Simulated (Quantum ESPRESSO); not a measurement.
Habitual settings against a tight run: LuPt (Pnma, 8 atoms in the cell)

Self-consistent single point.

```yaml
crystal:
  lattice:
    - [6.85565, 0.00000, 0.00000]
    - [0.00000, 4.50579, 0.00000]
    - [0.00000, 0.00000, 5.50880]
  atoms:
    - { symbol: Lu, position: [0.18172, 0.25000, 0.64218] }
    - { symbol: Lu, position: [0.81828, 0.75000, 0.35782] }
    - { symbol: Lu, position: [0.31828, 0.75000, 0.14218] }
    - { symbol: Lu, position: [0.68172, 0.25000, 0.85782] }
    - { symbol: Pt, position: [0.04335, 0.25000, 0.15760] }
    - { symbol: Pt, position: [0.95665, 0.75000, 0.84240] }
    - { symbol: Pt, position: [0.45665, 0.75000, 0.65760] }
    - { symbol: Pt, position: [0.54335, 0.25000, 0.34240] }
```

Level of theory: PBEsol, PSlibrary ultrasoft (PBE) pseudopotentials (plane waves; Quantum ESPRESSO).

Base settings: ecutwfc = 50 Ry; ecutrho = 500 Ry; occupations = smearing; smearing = mp; degauss = 0.0099958 Ry; input_dft = pbesol; potentials = {Lu: Lu.pbe-spdn-rrkjus_psl.1.0.0.UPF, Pt: Pt.pbe-n-rrkjus_psl.1.0.0.UPF}; K_POINTS = automatic 3 4 3 0 0 0; conv_thr = 1e-10 Ry; mixing_beta = 0.5.

Tight run (finer mesh or higher cutoff; not a proven limit): ecutwfc: 50 Ry → 70 Ry; ecutrho: 500 Ry → 700 Ry; conv_thr: 1e-10 Ry → 7.3e-11 Ry; K_POINTS: automatic 3 4 3 0 0 0 → automatic 5 6 5 0 0 0. It gave Fermi level (on the code's own zero) 13.15 eV; pressure -7.64 GPa; largest force (vector length) 0.084 eV/Å.

Quick runs, as changes from the base:
- A: the base itself
- B: ecutwfc: 50 Ry → 25 Ry; ecutrho: 500 Ry → 250 Ry; K_POINTS: automatic 3 4 3 0 0 0 → automatic 2 2 2 0 0 0
- C: ecutwfc: 50 Ry → 40 Ry; ecutrho: 500 Ry → 400 Ry; K_POINTS: automatic 3 4 3 0 0 0 → automatic 2 2 2 0 0 0
- D: ecutwfc: 50 Ry → 35 Ry; ecutrho: 500 Ry → 350 Ry; smearing: mp → gauss; degauss: 0.0099958 Ry → 0.019992 Ry; input_dft: pbesol → default; conv_thr: 1e-10 Ry → 7.3e-06 Ry; pseudopotentials: {Lu: Lu.pbe-spdn-rrkjus_psl.1.0.0.UPF, Pt: Pt.pbe-n-rrkjus_psl.1.0.0.UPF} → {Lu: Lu.pz-spdn-rrkjus_psl.1.0.0.UPF, Pt: Pt.pz-n-rrkjus_psl.1.0.0.UPF}; K_POINTS: automatic 3 4 3 0 0 0 → automatic 4 4 4 0 0 0 [LDA (PZ)]

Energies are extrapolated to zero smearing width, which holds to low order in the width alone (under cold and Methfessel-Paxton smearing the free energy itself is taken).

Dashes: energy of D, another energy zero; pressure of D, not trusted under this conv_thr with d or f elements.

† marks runs with another functional, U, potentials or spin treatment: their distance from the tight run is not a convergence error alone.

The count of work is k-points × plane waves × bands × iterations; it is no time. Core times come from one kind of shared machine and are given to one figure; runs under 30 s give none.

The starting cell comes from a database of computed structures (which also holds hypothetical and non-ambient phases and stackings), without a prior relaxation at this level. Its lattice was rescaled by a random factor within 2.5 % of one. Spin polarisation is off. In the base run, with a pressure of about -7 GPa the cell is away from its equilibrium volume at this level. Without a gap this mesh is coarse (it stands for a supercell whose shortest vector is 17 Å).

| run | energy less tight (meV/atom) | pressure less tight (GPa) | largest miss in a force vector (eV/Å) | count of work / tight | core time / tight (rough) |
|---|---|---|---|---|---|
| A | 5.4 | 0.22 | 0.073 | 0.20 | 0.3 |
| B | 365.2 | -10.18 | 0.309 | 0.050 | 0.08 |
| C | 26.1 | 0.19 | 0.313 | 0.092 | 0.2 |
| D† | – | – | 0.038 | 0.12 | 0.1 |

Among the runs at the tight run's level, the energy misses run from 5.4 to 365.2 meV/atom.

Left out of this page: 2 runs of the series outside the window shown, repeating another row's setting, or not comparable.
